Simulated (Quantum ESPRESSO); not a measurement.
A self-consistent single point of MoW (Cmmm, 2 atoms in the cell) with Quantum ESPRESSO.

Level of theory: vdW-DF2, GBRV 1.5 ultrasoft (PBE) pseudopotentials (plane waves; Quantum ESPRESSO).

```xyz
2
Lattice="1.5809 -2.2365 0.0000 1.5809 2.2365 0.0000 0.0000 0.0000 4.4911" Properties=species:S:1:pos:R:3 pbc="T T T"
Mo     0.0000     0.0000     0.0000
W      1.5809     0.0000     2.2455
```

Reference input (self-consistent single point, DFT, PBEsol, plane waves, GBRV 1.5 ultrasoft (PBESOL) pseudopotentials): ecutwfc = 40 Ry; ecutrho = 320 Ry; occupations = smearing; smearing = gauss; degauss = 0.0073499 Ry; potentials = {Mo: mo_pbesol_v1.uspp.F.UPF, W: w_pbesol_v1.2.uspp.F.UPF}; K_POINTS = automatic 13 13 7 1 1 1; conv_thr = 1e-11 Ry; mixing_beta = 0.4. This run's input differs from it in these lines:

```diff
@@ -17,2 +17,3 @@
    degauss = 0.0073499
+   input_dft = 'vdw-df2'
 /
@@ -23,4 +24,4 @@
 ATOMIC_SPECIES
-Mo    95.9500  mo_pbesol_v1.uspp.F.UPF
-W    183.8400  w_pbesol_v1.2.uspp.F.UPF
+Mo    95.9500  mo_pbe_v1.uspp.F.UPF
+W    183.8400  w_pbe_v1.2.uspp.F.UPF
 ATOMIC_POSITIONS {crystal}
```

Output, abridged:

```
     Self-consistent Calculation

     iteration #  1     ecut=    40.00 Ry     beta= 0.40

     Threshold (ethr) on eigenvalues was too large:
     Diagonalizing with lowered threshold

     negative rho (up, down):  6.111E-02 0.000E+00

     total energy              =    -299.65110244 Ry
     estimated scf accuracy    <       0.11703217 Ry

     iteration #  2     ecut=    40.00 Ry     beta= 0.40

     negative rho (up, down):  6.168E-02 0.000E+00

     total energy              =    -299.64644156 Ry
     estimated scf accuracy    <       0.32865386 Ry

     iteration #  3     ecut=    40.00 Ry     beta= 0.40

     negative rho (up, down):  6.307E-02 0.000E+00

     total energy              =    -299.68496650 Ry
     estimated scf accuracy    <       0.00853166 Ry

   [... 8 blocks of this kind left out ...]

     iteration # 12     ecut=    40.00 Ry     beta= 0.40

     negative rho (up, down):  6.402E-02 0.000E+00

     total energy              =    -299.68638168 Ry
     estimated scf accuracy    <          1.6E-11 Ry

     iteration # 13     ecut=    40.00 Ry     beta= 0.40

     negative rho (up, down):  6.402E-02 0.000E+00
     End of self-consistent calculation

     Number of k-points >= 100: set verbosity='high' to print the bands.

     the Fermi energy is    21.9552 ev

!    total energy              =    -299.68638168 Ry
     estimated scf accuracy    <          2.9E-12 Ry
     smearing contrib. (-TS)   =      -0.00052030 Ry
     internal energy E=F+TS    =    -299.68586138 Ry

     convergence has been achieved in  13 iterations

     negative rho (up, down):  6.402E-02 0.000E+00

     Forces acting on atoms (cartesian axes, Ry/au):

     atom    1 type  1   force =     0.00000000    0.00000000    0.00000000
     atom    2 type  2   force =     0.00000000    0.00000000    0.00000000

     Total force =     0.000000     Total SCF correction =     0.000000

     negative rho (up, down):  6.402E-02 0.000E+00
          total   stress  (Ry/bohr**3)                   (kbar)     P=      147.71
   0.00102537   0.00000000   0.00000000          150.84        0.00        0.00
   0.00000000   0.00105761   0.00000000            0.00      155.58        0.00
   0.00000000   0.00000000   0.00092929            0.00        0.00      136.70

   JOB DONE.
```

The run converged in 13 iterations. Against the reference run the pressure goes from -8.50 to 14.77 GPa.

The starting cell comes from a database of computed structures (which also holds hypothetical and non-ambient phases and stackings), without a prior relaxation at this level. Its lattice was rescaled by a random factor within 2.5 % of one. Spin polarisation is off. With a pressure of about 15 GPa the cell is away from its equilibrium volume at this level.

Cost on one core of a shared machine: roughly 2 min.
